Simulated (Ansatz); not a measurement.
The starting structures come from a database of crystals and need not be the phases stable at ambient conditions.

Evanescent states of Ba2ZnF6 (I4/mmm, not sure to be the ambient phase, 9 atoms a cell, 16.0 Å³ an atom, -5 GPa at this level) along the normal of (110)

Calculation: PBEsol (plane waves, PAW; Ansatz, an electronic-structure program).

The gap is the functional's own, uncorrected, and κ follows it; spin-orbit coupling is left out. Mid-gap values are interpolated between the computed energies.

Energies count from the valence-band top; κ is the least over a 6×4 mesh across the current.

```json
[
 {"E (eV)": "0.11", "κ (1/Å)": "0.222", "where": "off Γ"},
 {"E (eV)": "0.33", "κ (1/Å)": "0.301", "where": "off Γ"},
 {"E (eV)": "0.55", "κ (1/Å)": "0.356", "where": "off Γ"},
 {"E (eV)": "0.77", "κ (1/Å)": "0.399", "where": "off Γ"},
 {"E (eV)": "0.99", "κ (1/Å)": "0.433", "where": "off Γ"},
 {"E (eV)": "1.21", "κ (1/Å)": "0.443", "where": "Γ"},
 {"E (eV)": "1.43", "κ (1/Å)": "0.445", "where": "Γ"},
 {"E (eV)": "1.65", "κ (1/Å)": "0.445", "where": "Γ"},
 {"E (eV)": "1.87", "κ (1/Å)": "0.443", "where": "Γ"},
 {"E (eV)": "2.09", "κ (1/Å)": "0.438", "where": "Γ"},
 {"E (eV)": "2.31", "κ (1/Å)": "0.431", "where": "Γ"},
 {"E (eV)": "2.53", "κ (1/Å)": "0.422", "where": "Γ"},
 {"E (eV)": "2.75", "κ (1/Å)": "0.411", "where": "Γ"},
 {"E (eV)": "2.97", "κ (1/Å)": "0.396", "where": "Γ"},
 {"E (eV)": "3.19", "κ (1/Å)": "0.378", "where": "Γ"},
 {"E (eV)": "3.41", "κ (1/Å)": "0.357", "where": "Γ"},
 {"E (eV)": "3.63", "κ (1/Å)": "0.331", "where": "Γ"},
 {"E (eV)": "3.85", "κ (1/Å)": "0.299", "where": "Γ"},
 {"E (eV)": "4.07", "κ (1/Å)": "0.259", "where": "Γ"},
 {"E (eV)": "4.29", "κ (1/Å)": "0.205", "where": "Γ"},
 {"E (eV)": "4.51", "κ (1/Å)": "0.120", "where": "Γ"}
]
```

How thick must the barrier be to attenuate the transmission by 10^8 when the electrodes' Fermi level lies at 3.19 eV, and what attenuation does that film give at 3.63 eV?

d = 8 ln 10 / (2 × 0.378) = 24.4 Å. At 3.63 eV it gives 8 × 0.331/0.378 = 7.0 decades.
